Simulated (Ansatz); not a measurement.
## ZnO: point defects

The reference is a 16-atom supercell of ZnO in the wurtzite structure (space group P6_3mc, No. 186) at its relaxed geometry.

```
ZnO
1.0
    6.47037     0.00000     0.00000
   -3.23518     5.60350     0.00000
    3.23518     5.60350     5.21141
Zn O
8 8
Cartesian
  1.61759   0.93392   0.01257
  0.00000   3.73567   0.01257
  4.85278   0.93392   0.01257
  3.23518   3.73567   0.01257
  3.23518   7.47134   2.61828
  4.85278   4.66959   2.61828
  0.00000   7.47134   2.61828
  1.61759   4.66959   2.61828
  4.85278   6.53742   3.24560
  6.47037   3.73567   3.24560
  1.61759   6.53742   3.24560
  3.23518   3.73567   3.24560
  0.00000   1.86783   0.63990
 -1.61759   4.66959   0.63990
  3.23518   1.86783   0.63990
  1.61759   4.66959   0.63990
```

One neutral defect a cell, atoms relaxed at fixed cell.

Calculations: Ansatz (a first-principles code) r2SCAN, spin-orbit coupling left out.

| variant | pressure | largest displacement of a host atom from its site in the perfect cell |
|---|---|---|
| perfect supercell | 0.0 GPa | – |
| Zn interstitial (started 1.98 Å from the nearest host atom), symmetric start | 15.9 GPa | 0.14 Å |
| Li interstitial (started 2.07 Å from the nearest host atom), symmetric start | 6.1 GPa | 0.25 Å |
| O interstitial (started 2.07 Å from the nearest host atom), symmetric start | 4.5 GPa | 0.25 Å |
| In on a Zn site | 8.0 GPa | 0.17 Å |
| Li interstitial (started 1.98 Å from the nearest host atom), symmetric start | 6.1 GPa | 0.25 Å |

The magnetic state is the one reached from the starting moments; the real material's order can differ, and small cells can't hold many antiferromagnetic ones. The cell is small, so the values are those of an ordered compound at a high defect concentration; dilute-limit values will differ. A case with no gap was solved on a k-mesh chosen for an insulator, which is coarse for it. Defects with a symmetric start kept the site's symmetry and may sit on a saddle; the others started slightly shaken. Seeded moments were not kept for Zn interstitial (started 1.98 Å from the nearest host atom), Li interstitial (started 2.07 Å from the nearest host atom), In on a Zn site and Li interstitial (started 1.98 Å from the nearest host atom).
